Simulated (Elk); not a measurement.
Band structure of TbCo3B2 (P6/mmm, 6 atoms in the cell).

```xyz
6
Lattice="4.9503 0.0000 0.0000 -2.4751 4.2870 0.0000 0.0000 0.0000 2.8783" Properties=species:S:1:pos:R:3 pbc="T T T"
Tb     0.0000     0.0000     0.0000
Co     2.4751     0.0000     1.4391
Co     1.2376     2.1435     1.4391
Co    -1.2376     2.1435     1.4391
B      0.0000     2.8580     0.0000
B      2.4751     1.4290     0.0000
```
Moments meant for the start (each program seeds them in its own way; μB, in the order of the atoms Tb Co Co Co B B): 6.0 3.0 3.0 3.0 0.0 0.0.

Method of the run: Elk 10.2.4 with PBEsol, all-electron FP-LAPW, Elk's shipped species files, APW+lo basis with extra local orbitals.

Settings: xctype = 22; spinpol = true; rgkmax = 7.5; swidth = 0.00367493 Ha; ngridk = 6 6 9; reducebf = 0.7; gmaxvr = 16 1/bohr; nxlo = 2; lorbcnd = true; lmaxi = 2; nempty = 8 per atom; maxscl = 100.

The starting cell comes from a database of computed structures (which also holds hypothetical and non-ambient phases and stackings), without a prior relaxation at this level. Its lattice was rescaled by a random factor within 2.5 % of one. Spin-orbit coupling is off. With one magnetic atom in the cell only a parallel order is possible. With U or open f shells several self-consistent states can exist. The f electrons are in the valence without U or exact exchange, which can misplace them near the Fermi level. Spin-orbit terms, which matter for f shells, are left out. Values depend on the basis (sphere radii, cutoffs, local orbitals), which need not be converged.

Levels in eV from the Fermi level, bands 35 to 42 of the first spin channel:
```csv
point,35,36,37,38,39,40,41,42
Γ,-0.81,-0.56,-0.56,-0.54,0.29,0.81,1.48,1.48
M,-1.30,-1.29,-0.83,-0.64,0.27,1.22,1.35,3.15
K,-1.16,-1.04,-1.04,-0.70,0.30,1.33,1.33,3.95
A,-1.32,-0.99,-0.76,-0.76,-0.48,-0.28,-0.28,0.30
L,-0.97,-0.88,-0.54,-0.28,-0.20,-0.01,1.14,3.11
H,-1.18,-1.02,-0.49,-0.47,-0.47,0.13,2.10,3.21
```

Bands cross the Fermi level along this path, so the cell is metallic at this level.

The net moment of the cell came out as 6.24 μB.
